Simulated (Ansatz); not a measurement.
Amorphous Sn$_{12}$Te$_{12}$O$_{36}$, 60 atoms at 4.98 g/cm³, one PBE-relaxed geometry, zone centre. Methods: PBE, scalar-relativistic without spin-orbit coupling (Ansatz, a first-principles code); r2SCAN, scalar-relativistic without spin-orbit coupling (Ansatz); HSE06, scalar-relativistic without spin-orbit coupling (Ansatz). Plane waves to 420 eV (r2SCAN 500 eV); exact exchange is cut at the cell's faces. The higher rungs were started with moments on some atoms, which died out.

Preparation: random packing, a CHGNet melt and quench, and a DFT relaxation. O atoms were pushed apart under 1.9 Å during the dynamics, to hinder bonds among them. The hot cell started wider than the set density and was brought back towards it in steps. It is the lowest in DFT energy of 2 quenches. It is a model cell: composition and starting density were chosen by hand, and all elements were melted together. No dispersion term was used. Its density started from a set value of 5.50 and ended at 4.98 g/cm³. The quench (nominally 190 K/ps over its main leg) was far faster than any real one, so the model tends to hold more defects than a real film. One small periodic cell is one sample of the glass; other quenches scatter about these values. The volume was free in the relaxation, at fixed shape. On a 2×2×2 Γ-centred mesh force components of up to 0.20 eV/Å stay, since the relaxation ran on the zone centre alone.

The relaxation ran on the zone centre alone. At PBE the gap is 1.04 eV on a 2×2×2 Γ-centred mesh, and the spacing at the zone centre alone 1.39 eV.

Question: What zone-centre spacing does r2SCAN give, roughly?

Answer: 1.59 eV (+0.21 eV against PBE).

Question: What zone-centre spacing does HSE06 give, roughly?

Answer: 2.12 eV (+0.73 eV against PBE).

The highest filled and the lowest empty state spread over these numbers of atoms (participation numbers): PBE: 11.3 and 17.0; r2SCAN: 10.6 and 15.4; HSE06: 9.7 and 15.1.
